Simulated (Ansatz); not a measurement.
The starting structures come from a database of crystals and need not be the phases stable at ambient conditions.

By PBEsol, the system below comes out a metal.

```
CELL_PARAMETERS angstrom
      2.75138     0.00000     0.00000
     -1.37569     2.38276     0.00000
      0.00000     0.00000     4.46229
ATOMIC_POSITIONS crystal
  Ir 0.66667 0.33333 0.75000
  Ir 0.33333 0.66667 0.25000
```

Space group of this cell: P6_3/mmc, hcp (Mg type). The cell is taken as given; by PBEsol its mean pressure is -12.5 GPa.

All values below come from PBEsol (plane waves, PAW; Ansatz, a program for electronic structure).

The current runs along the normal of the first two printed vectors; no spin-orbit coupling. Scaled by the factor s: both lengths across the current (ions clamped). Meshes 24×24×14 and 42×42 across the current in all rows.

```tsv
s	mean pressure (GPa)	ballistic conductance per area (both spins) (× 10¹⁵ S/m²)
0.98	1.9	?
1.00	-12.5	2.28
1.02	-23.6	2.11
```

Task: Take the slope of the ballistic conductance per area (both spins) against ln s from the two given rows, extrapolate to s = 0.98, and say what the run there gives.

Result: Slope = (2.11 − 2.28) / ln 1.02 = -8.58 × 10¹⁵ S/m². The line gives 2.28 + (-8.58) × ln 0.98 = 2.45 × 10¹⁵ S/m². The run gives 2.37 × 10¹⁵ S/m², 0.08 × 10¹⁵ S/m² under the line, 48 % of the predicted step.
